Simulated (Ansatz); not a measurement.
# AlN with two functionals, pressure 9 GPa

Start from AlN in the wurtzite structure (space group P6_3mc, No. 186; a = 3.1303 Å, c = 5.0180 Å).

(Cell as relaxed with PBE.)

Levels (all Ansatz, a first-principles code, PAW): PBE (420 eV, scalar-relativistic without spin-orbit coupling); PBEsol (420 eV, no spin-orbit coupling).

Each level relaxes its own structure.

| base | PBE | PBEsol |
|---|---|---|
| volume per atom | 10.65 Å³ | 10.46 Å³ |
| lattice parameter a | 3.130 Å | 3.114 Å |
| band gap | 4.03 eV | 4.09 eV |

It is then changed as follows: a hydrostatic pressure of 9 GPa.

```csv
quantity,PBE,PBEsol
shift of the gap caused by the change,+0.36 eV,+0.34 eV
lattice parameter a,3.089 Å,3.074 Å
"valence-band top at Γ (three highest levels, from the VBM)","0.00, -0.25, -0.25 eV","0.00, -0.27, -0.27 eV"
band gap,4.39 eV,4.44 eV
```

PBE's lattice parameter a lies 0.0145 Å above PBEsol's (0.5 %); PBE's band gap lies 0.05 eV below PBEsol's. Neither level is exact; PBEsol is the comparison here, not a measurement.

Load acts through the strain it causes; cell and atoms are relaxed under it. Stability against distortions was not tested. Tetrahedral semiconductors of this kind turn to denser phases somewhere between about 1 and 50 GPa; those were not computed, so compressed cells here can lie past the real transition.
